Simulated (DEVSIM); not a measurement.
## Schottky contact on n-type Si

System: Schottky contact on n-type Si, at 300 K.

| layer (left to right) | material | thickness (μm) | Nd (cm⁻³) | τn (s) | τp (s) |
|---|---|---|---|---|---|
| 1 | Si | 0.410 | 1.5e16 | 7.1e-6 | 7.1e-6 |
| 2 | Si | 5.90 | 2.5e18 | 7.1e-6 | 7.1e-6 |

Left contact: Schottky, work function 4.81 eV, emission velocity 1e7 cm/s. Right contact: ohmic. Voltage is applied to the left contact. Recombination: SRH at mid-gap, radiative, Auger. Mobility is constant in doping.

This is a model device: material constants are rounded textbook-type values typed into the input, and sizes, dopings and lifetimes were drawn at random. Values at 300 K.

```
parameter           Si
-------------  -------
gap (eV)         1.124
affinity (eV)     4.05
permittivity      11.7
Nc (cm⁻³)      2.86e19
Nv (cm⁻³)       3.1e19
μn (cm²/Vs)       1417
μp (cm²/Vs)        470
B (cm³/s)      4.7e-15
Cn (cm⁶/s)     2.8e-31
Cp (cm⁶/s)     9.9e-32
```

Simulated with DEVSIM: 1D drift-diffusion, Boltzmann statistics, complete ionisation; no tunnelling, impact ionisation, image-force lowering or self-heating. Metal contacts follow the ideal Schottky-Mott rule: no Fermi-level pinning, no interface dipoles.

```json
{
 "potential_step_across_the_device_at_zero_bias": "0.697 V",
 "Dark forward voltage at 1 A/cm²": "0.309 V",
 "Dark forward voltage at 100 A/cm²": "0.433 V"
}
```

Small-signal capacitance in reverse bias (quasi-static):

```json
[
 {"V (V)": "-0.2", "C (nF/cm²)": "41.1"},
 {"V (V)": "-0.5", "C (nF/cm²)": "34.9"},
 {"V (V)": "-1", "C (nF/cm²)": "29.6"},
 {"V (V)": "-1.5", "C (nF/cm²)": "27.3"},
 {"V (V)": "-2", "C (nF/cm²)": "26.3"},
 {"V (V)": "-3", "C (nF/cm²)": "25.6"},
 {"V (V)": "-4", "C (nF/cm²)": "25.4"},
 {"V (V)": "-5", "C (nF/cm²)": "25.2"},
 {"V (V)": "-6.5", "C (nF/cm²)": "25.1"}
]
```

Dark forward current:

(V (V), J (A/cm²)): (0.05, 4.0e-5); (0.10, 0.00032); (0.15, 0.0022); (0.20, 0.015); (0.25, 0.10); (0.30, 0.70); (0.35, 4.7); (0.40, 31); (0.45, 190); (0.50, 880); (0.55, 2700)
